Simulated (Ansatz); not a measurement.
Zr: transverse stress against strain

Zr (hcp, P6_3/mmc, 22.470 Å³/atom at rest, c along z) under a strain ε along a direction in the basal plane (axis x), the other axes held. PBEsol in Ansatz, a plane-wave DFT program (PAW, default set), 420 eV, 21×21×11 Γ-centred mesh, Fermi-Dirac smearing 0.10 eV; ions are relaxed within the symmetry of each cell. Stress is positive for a compressed cell.

Here s stands for strain and y for stress zz.

```csv
strain (%),stress zz (GPa)
-1.50,1.10
-1.00,0.73
-0.50,0.37
0.00,0.00
0.50,-0.36
1.00,-0.72
1.50,-1.08
3.00,?
```

Fit y of the 7 rows that show it with a straight line. Means: s 0, y 0.006. About the means, the sum of products is -5.0850 and the sum of squares of s is 7.0000; the slope is their ratio. Least squares gives y = 0.006 - 0.7264·s. Residuals (row less fit): 0.004, -0.002, 0.001, -0.006, -0.003, 0.000, 0.004; standard error 0.004 (degrees of freedom: 5). The slope gives the elastic constant C13 = 73 ± 0.2 GPa.

Q: What does the fit predict for y at s = 3.00, and how far is the calculated value from it?

A: y = 0.006 - 0.7264 × 3.0 = -2.173 GPa. The calculation gives -2.17 GPa, which the fit meets to the printed digits. The row lies outside the fitted rows, so this is an extrapolation. The fitted rows scatter only by rounding.

In a metal these values are sensitive to mesh and smearing; energies are taken to zero smearing, stresses follow the free energy. Rows are the converged runs of the series near zero and its far end; series whose fitted rows scatter by over a few per cent of the range, as at a crossing or softening among them, aren't shown in this form. Most that stay on the fit to the last digits aren't either.
